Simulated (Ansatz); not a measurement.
Base system: W2N in the anti-CdI2 type structure (space group P-3m1, No. 164; a = 2.801 Å, c = 5.305 Å; a hypothetical phase, not in the database extracts checked).

Levels (all Ansatz, a first-principles code, PAW): PBEsol (420 eV, spin-orbit coupling left out); r2SCAN (500 eV, without spin-orbit coupling).

The geometry is relaxed with PBEsol.

| Item | Result |
|---|---|
| PBEsol pressure | 0.0 GPa |

**Question.** How does going to r2SCAN change the pressure?

**Answer.** The pressure goes from zero to 4.8 GPa.

Single points use the geometry relaxed with PBEsol. Their cutoffs differ, which shifts pressures a little. Whether these cells are dynamically stable was not tested. The final runs are not spin-polarised. An odd electron count without spin: W2N.
